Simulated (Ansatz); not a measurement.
A computed series for MoTe2: response to strain

The parent structure is MoTe2 in the 2H-MoS2 type structure (space group P6_3/mmc, No. 194; a = 3.542 Å, c = 14.182 Å; layered, stacked along the Cartesian z axis). Axes: x lies along a and z along c of the hexagonal cell.

Strains are applied to the cell and any free atomic positions relax.

Computed with r2SCAN+rVV10 (Ansatz, a program for electronic structure, PAW, scalar-relativistic without spin-orbit coupling), earlier PAW set.

Notes on the quantities. pressure: mean of the normal stresses, compression positive.

```json
[
 {"case": "base", "largest internal atomic displacement": "–", "smallest direct gap": "1.09 eV", "pressure": "0.00 GPa", "hole mass": "1.8 mₑ along c, 1.2 mₑ across (at Γ)"},
 {"case": "isotropic strain −2.54 %", "largest internal atomic displacement": "?", "smallest direct gap": "1.13 eV", "pressure": "4.25 GPa", "hole mass": "0.62 mₑ along c, 0.68 mₑ across (at K)"},
 {"case": "isotropic strain −1.26 %", "largest internal atomic displacement": "0.036 Å", "smallest direct gap": "1.18 eV", "pressure": "1.89 GPa", "hole mass": "1.9 mₑ along c, 1.3 mₑ across (at Γ)"},
 {"case": "isotropic strain −0.62 %", "largest internal atomic displacement": "0.017 Å", "smallest direct gap": "1.13 eV", "pressure": "?", "hole mass": "1.9 mₑ along c, 1.2 mₑ across (at Γ)"},
 {"case": "tensor shear ε_yz = −0.45 %", "largest internal atomic displacement": "?", "smallest direct gap": "1.09 eV", "pressure": "0.01 GPa", "hole mass": "?"}
]
```

Q: What belongs in the blanks?

A: 
- isotropic strain −2.54 %, largest internal atomic displacement: 0.070 Å
- isotropic strain −0.62 %, pressure: 0.89 GPa
- tensor shear ε_yz = −0.45 %, largest internal atomic displacement: 0.015 Å
- tensor shear ε_yz = −0.45 %, hole mass: 1.8 mₑ along z, 1.2 mₑ across (at Γ)

Spin-orbit coupling, missing from the scalar runs, can matter with Te. Effective masses come from finite differences of ±0.01 Å⁻¹. No phonon test of stability was made.
